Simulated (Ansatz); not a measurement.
Consider Lu in the hcp (Mg type) structure (space group P6_3/mmc, No. 194; a = 3.445 Å, c = 5.349 Å).

Computed with plane-wave PAW DFT at the PBEsol level (Ansatz, a program for electronic structure, 420 eV), no SOC.

One change was made to it. Results:

```json
[
 {"quantity": "lattice parameter a", "base": "3.445 Å", "after": "3.032 Å"},
 {"quantity": "c/a ratio", "base": "1.553", "after": "1.603"}
]
```

Question: Which of these changes matches the shifts?
(A) pressure 30 GPa
(B) pressure 4.5 GPa
(C) pressure −1 GPa
(D) pressure 9 GPa

Answer: A, pressure 30 GPa. For comparison, the lattice parameter a in the other runs: pressure 9 GPa gives 3.283 Å; pressure −1 GPa gives 3.468 Å; pressure 4.5 GPa gives 3.357 Å.

Load acts through the strain it causes; cell and atoms are relaxed under it. No phonon test of stability was made. No other phases were tried under pressure.
